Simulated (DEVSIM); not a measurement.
System: Schottky contact on n-type GaN, at 250 K.

| layer (left to right) | material | thickness (μm) | Nd (cm⁻³) | τn (s) | τp (s) |
|---|---|---|---|---|---|
| 1 | GaN | 1.30 | 4.4e16 | 3.7e-9 | 3.7e-9 |

Left contact: Schottky, work function 5.51 eV, emission velocity 2.8e6 cm/s. Right contact: ohmic. Voltage is applied to the left contact. Recombination: SRH at mid-gap, radiative, Auger. Mobility is μmin + (μ − μmin)/(1 + (N/Nref)^α).

This is a model device: material constants are rounded textbook-type values typed into the input, and sizes, dopings and lifetimes were drawn at random. Values at 300 K; Nc and Nv go as T^1.5, mobilities as T to minus their exponent, the gap by Varshni's rule with the affinity fixed.

| parameter | GaN |
|---|---|
| gap (eV) | 3.43 |
| affinity (eV) | 4.1 |
| permittivity | 9.5 |
| Nc (cm⁻³) | 2.3e18 |
| Nv (cm⁻³) | 4.6e19 |
| μn (cm²/Vs) | 1200 |
| μp (cm²/Vs) | 100 |
| μn,min | 55 |
| μp,min | 3 |
| Nref,n | 2e17 |
| Nref,p | 3e17 |
| αn | 1 |
| αp | 2 |
| T exponent of μn | 1.5 |
| T exponent of μp | 2 |
| B (cm³/s) | 1e-11 |
| Cn (cm⁶/s) | 1e-30 |
| Cp (cm⁶/s) | 1e-30 |
| Varshni α (eV/K) | 0.00091 |
| Varshni β (K) | 830 |

Model (solved in DEVSIM): 1D drift-diffusion, Boltzmann statistics, complete ionisation; no tunnelling, impact ionisation, image-force lowering or self-heating. Metal contacts follow the ideal Schottky-Mott rule: no Fermi-level pinning, no interface dipoles.

The temperature was swept, all else fixed.

| temperature (K) | dark forward voltage at 1 A/cm² (V) | dark forward voltage at 100 A/cm² (V) | potential step across the device at zero bias (V) |
|---|---|---|---|
| 250 | 1.118 | 1.220 | 1.331 |
| 300 | 1.053 | 1.176 | 1.308 |
| 350 | 0.987 | 1.130 | 1.284 |
| 400 | 0.920 | 1.083 | 1.259 |
| 450 | 0.852 | 1.036 | 1.233 |
| 500 | 0.784 | 0.988 | 1.207 |

From the first row to the last the dark forward voltage at 1 A/cm² goes from 1.118 to 0.784. From the first row to the last the dark forward voltage at 100 A/cm² goes from 1.220 to 0.988.
